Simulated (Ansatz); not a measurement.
The starting structures come from a database of crystals and need not be the phases stable at ambient conditions.

 Where the default PAW files enter, the runs use the earlier of Ansatz's two default sets.

Inside the gap of an insulator the Bloch states are evanescent, with a wavenumber k + iκ along the transport direction.

Here is the system:

```xyz
18
Lattice="3.6555 0.0000 0.0000 -1.6239 8.0486 0.0000 -0.8120 4.0243 8.1150" Properties=species:S:1:pos:R:3 pbc="T T T"
Ca     0.0312     5.8119     2.9392
Ca    -0.7808     9.8362     5.1757
Ca     1.0553     6.8397     6.2615
Ca     1.8673     2.8154     1.8535
La     2.0351     8.0132     0.0000
B      2.4559     4.3350     4.9307
B      1.6440     8.3592     3.1843
B      0.0701     4.9104     0.0000
O      1.7990     4.2553     3.7134
O      0.9871     8.2796     4.4016
O      1.8477     7.2172     2.4053
O      2.6597     3.1929     5.7097
O      0.0850     1.5445     2.7494
O     -0.7269     5.5688     5.3656
O      1.8458     1.3980     0.0000
O      0.0349     4.2279     1.2091
O     -0.7771     8.2522     6.9058
O      0.1374     6.3036     0.0000
```

Space group of this cell: Cm. The cell is taken as given; by r2SCAN its mean pressure is -3.3 GPa.

Transport runs along the normal of the first two printed cell vectors.

No gap correction and no spin-orbit coupling; mid-gap values are interpolated between computed energies.

### Question
Predict the band gap and the smallest decay constant κ at mid-gap from r2SCAN (Ansatz, a first-principles code).

### Answer
Gap 4.84 eV on a 8×4×4 mesh; κ = 0.427 1/Å, at the zone centre.
